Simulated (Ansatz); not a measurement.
## AlP (model structure, started from the PtS type, P4₂/mmc, No. 131, 4 atoms in the cell): c axis length by level of theory

No measured value is used here.

| level (code) | value (Å) |
|---|---|
| PBE (Ansatz) | 6.273 |
| PBEsol (Ansatz) | ___ |
| PBE-D3(BJ) (Ansatz) | 6.264 |

Problem. What belongs in the gaps?

Solution. 
- PBEsol (Ansatz, an electronic-structure program), value (Å): 6.235

Ansatz's density-functional and Hartree–Fock values are scalar-relativistic unless marked +SOC, with PAW data made under PBE.

A model structure was made by putting elements into a prototype or built by hand; it is no filed structure, need not be a known phase, and can be a saddle point held by its symmetry.
